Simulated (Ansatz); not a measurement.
The parent structure is W in the bcc (W type) structure (space group Im-3m, No. 229; relaxed with 0.1 eV smearing).

```cif
data_W2
_chemical_formula_sum 'W2'
_space_group_name_H-M_alt 'Im-3m'
_space_group_IT_number 229
_space_group_name_Hall '-I 4 2 3'
_cell_length_a 3.15422
_cell_length_b 3.15422
_cell_length_c 3.15422
_cell_angle_alpha 90.000
_cell_angle_beta 90.000
_cell_angle_gamma 90.000
loop_
_atom_site_label
_atom_site_type_symbol
_atom_site_symmetry_multiplicity
_atom_site_Wyckoff_symbol
_atom_site_fract_x
_atom_site_fract_y
_atom_site_fract_z
_atom_site_occupancy
W1 W 2 a 0.00000 0.00000 0.00000 1
```
(The calculation used a cell of 1 atom; values per cell refer to that cell.)

The values are results of PBEsol (Ansatz, an electronic-structure program; PAW; 420 eV plane waves; scalar-relativistic without spin-orbit coupling), not measurements.

Base values:

| Quantity | Value |
|---|---|
| Pressure | 0.0 GPa |
| Band gap | zero |

Modification: every lattice vector is shortened by 1.50 %; the atoms relax in the strained cell.

**Question.** Predict the new energy relative to the base.

**Answer.** The energy grows by 34 meV/atom.

**Question.** What does the calculation give for the pressure after the change?

**Answer.** The pressure goes from zero to 16.1 GPa.

**Question.** What happens to the band gap?

**Answer.** The band gap stays zero.

Whether these cells are dynamically stable was not tested. The final runs are not spin-polarised.
